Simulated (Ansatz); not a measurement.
Start from Ru in the hcp (Mg type) structure (space group P6_3/mmc, No. 194; a = 2.676 Å, c = 4.224 Å; relaxed with 0.1 eV smearing). Axes: x lies along a and z along c of the hexagonal cell.

Calculations: LDA, PAW, 420 eV (Ansatz, an electronic-structure program; scalar-relativistic without spin-orbit coupling).

Before the change:

```
Quantity                         Value
-----------------------------  -------
Shortest interatomic distance  2.617 Å
```

The change: tensor shear ε_xz = +1.14 % (engineering shear γ = 0.0228); the atoms relax in the strained cell.

Question: Estimate the effect on the energy relative to the base.

Answer: The energy increases by 4.5 meV/atom.

Question: Predict the new shortest interatomic distance.

Answer: The shortest interatomic distance decreases by 0.0241 Å, from 2.617 Å to 2.592 Å.

Whether these cells are dynamically stable was not tested. The final runs are not spin-polarised.
